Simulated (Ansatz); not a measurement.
We consider HfCl4 (P2/c, No. 13), described by PBEsol (PAW; Ansatz, a first-principles code).

Run with plane-wave cutoff 520 eV, 6×6×6 k mesh, Fermi–Dirac smearing 0.01 eV, scalar-relativistic PAW data made under PBE.

Cell (relaxed at this level):

```xyz
10
Lattice="6.6002 0.0000 0.1850 0.0000 7.7944 0.0000 -1.9396 0.0000 5.8617" Properties=species:S:1:pos:R:3 pbc="T T T"
Hf     1.8454     5.0972     4.4888
Hf     2.8152     2.6971     1.5580
Cl     0.6690     6.5766     3.1734
Cl     3.9916     1.2177     2.8734
Cl     3.0218     6.5766     5.8042
Cl     1.6388     1.2177     0.2425
Cl     0.8962     3.1089     3.0563
Cl     3.7644     4.6855     2.9904
Cl     2.7946     3.1089     5.9213
Cl     1.8660     4.6855     0.1255
```

Give the computed band gap, smallest direct gap on the k points sampled and Γ–Γ gap.


* **band gap**: 4.08 eV
* **smallest direct gap on the k points sampled**: 4.12 eV
* **Γ–Γ gap**: 4.21 eV

Note: the cell is over a tenth larger than the published one: the level's own overestimate first of all, though another phase or state, or a fault of the published cell, is possible; the cell has widely spaced layers and the level no dispersion term, so their spacing and the moduli can rest on weak binding.

Spin–orbit coupling is not included.

The computed numbers hold no vibrational or temperature effects.

It cost very roughly 7 core-minutes of CPU time.
